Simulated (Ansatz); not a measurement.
Structures of equal composition on the (111) surface of fcc Pd: a layer of Ru in place of the second plane; a layer of Ru in place of the third plane. The slabs share one bottom face, and each structure is named by its start. These are constructed structures in small cells; real faces may alloy, dewet or reconstruct in larger ones, and not all known structures of the face are among them. Slabs of about 11 Å with all that they carry, Fermi-Dirac smearing of 0.1 eV. Bottom of the slabs: a bare face, its two planes held. Relaxed from the named starts with such symmetry as they have, on meshes of like density; energies extrapolated to zero smearing; no spin-orbit coupling, no U. Spin-polarised runs, if any, are marked in brackets, and their order is one that fits the cell; the others ran without spin.

Calculation: PBE (plane waves to 420 eV, PAW; Ansatz, a first-principles code).

Task: Put the candidates in order of energy per 1x1 cell, lowest first, for PBE.

Result: a layer of Ru in place of the third plane (0.000 eV), a layer of Ru in place of the second plane (0.072 eV)
